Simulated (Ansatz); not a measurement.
The starting structures come from a database of crystals and need not be the phases stable at ambient conditions.

 Where the default PAW files enter, the runs use the earlier of Ansatz's two default sets.

Tunnelling through a barrier is set by its complex band structure: the current falls as exp(−2κd) with the smallest κ.

Here is the system:

```
Ag2CO3
1.0
    3.16809     0.00000     0.00000
    0.00000     9.65844     0.00000
    0.33879     0.00000     4.90351
Ag C O
4 2 6
Direct
  0.76050   0.42898   0.20073
  0.23950   0.57102   0.79927
  0.23950   0.92898   0.79927
  0.76050   0.07102   0.20073
  0.19097   0.25000   0.71377
  0.80903   0.75000   0.28623
  0.71840   0.86544   0.40771
  0.28160   0.13456   0.59229
  0.28160   0.36544   0.59229
  0.71840   0.63456   0.40771
  0.00677   0.25000   0.95858
  0.99323   0.75000   0.04142
```

Space group of this cell: P2_1/m. The cell is taken as given; by r2SCAN its mean pressure is -0.6 GPa.

Transport runs along the normal of the first two printed cell vectors.

The gap is the functional's own, uncorrected, and κ follows it; spin-orbit coupling is left out. Mid-gap values are interpolated between the computed energies.

### Question
Estimate the band gap and the smallest decay constant κ at mid-gap that r2SCAN (Ansatz, a first-principles code) returns for this system.

### Answer
Gap 0.81 eV on a 10×4×6 mesh; κ = 0.287 1/Å, at the zone centre.
